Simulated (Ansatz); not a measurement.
The starting structures come from a database of crystals and need not be the phases stable at ambient conditions.

Inside the gap of an insulator the Bloch states are evanescent, with a wavenumber k + iκ along the transport direction.

Given:

```
SnTl2F6
1.0
    4.95051     0.00000     0.00000
    0.00000     6.30586     0.00000
    0.00000    -3.15293     5.46103
Tl Sn F
2 1 6
Direct
  0.70611   0.33333   0.66667
  0.29389   0.66667   0.33333
  0.00000   0.00000   0.00000
  0.22235   0.15346   0.84654
  0.77765   0.84654   0.15346
  0.22235   0.69308   0.84654
  0.77765   0.30692   0.15346
  0.22235   0.15346   0.30692
  0.77765   0.84654   0.69308
```

The cell was relaxed by PBE-D3(BJ); by r2SCAN it stands under a pressure of -4.0 GPa.

Transport runs along the normal of the first two printed cell vectors, the (100) plane of the conventional cell.

No gap correction and no spin-orbit coupling; mid-gap is the computed energy nearest the middle.

Question: State the band gap and the smallest decay constant κ at mid-gap according to Ansatz (a program for electronic structure) with r2SCAN.

Answer: Gap 5.04 eV on a 6×6×6 mesh; κ = 0.403 1/Å, at (0.000, 0.167) of the in-plane reciprocal vectors. At the zone centre the slowest state has κ = 0.40 1/Å.
